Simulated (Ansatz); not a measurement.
**zinc-blende GaAs: the defect H interstitial**

Computed with PBE, PAW (plane waves to 420 eV; Ansatz, a first-principles code). A supercell of 64 sites (2×2×2 repeats of a cell of 8 atoms) was used; the energies come from a 2×2×2 shifted sampling of its zone. Site at the start: void with 4Ga nearest. Charged cells carry a point-charge image correction with potential alignment at far atoms. Dielectric constants: PBE linear response of the host. Host gap at this level: 0.16 eV. These values are not converged in cell size to better than tenths of an eV. PBE closes or nearly closes this host's gap, so even the neutral cell can hold carriers in host bands. Spin–orbit coupling is left out. Each state is the lowest found from its start.

The name describes the start; the neighbours show where the atoms ended.

Charges with a result: +1, 0, −1. Others weren't obtained, and one of them could lie lower, also by skipping a charge.

```csv
charge,moment (μB),largest move off a lattice site (Å),neighbours of the last H atom of the defect at the end (Å),image correction with alignment (eV)
+1,not spin-polarised,0.54,"As 1.56, Ga 1.88",0.11
0†,quenched,0.50,"As 1.58, Ga 1.84",0.00
−1†,not spin-polarised,0.46,"As 1.61, Ga 1.77",0.03
```

† Not settled in this cell, so no level is given: charge 0: a level filled in part, carriers not clearly localised, level within 0.1 eV of a band edge or past it; charge −1: carriers not clearly localised, level within 0.1 eV of a band edge or past it.

Starting moments that weren't kept: charge 0 began with 1 μB and ended with 0.0.

Not the lowest form: the same atoms on another site or from another start ended lower, by 0.10 eV at charge −1.

Flagged in the runs: a strain field that reaches the edge of the cell.
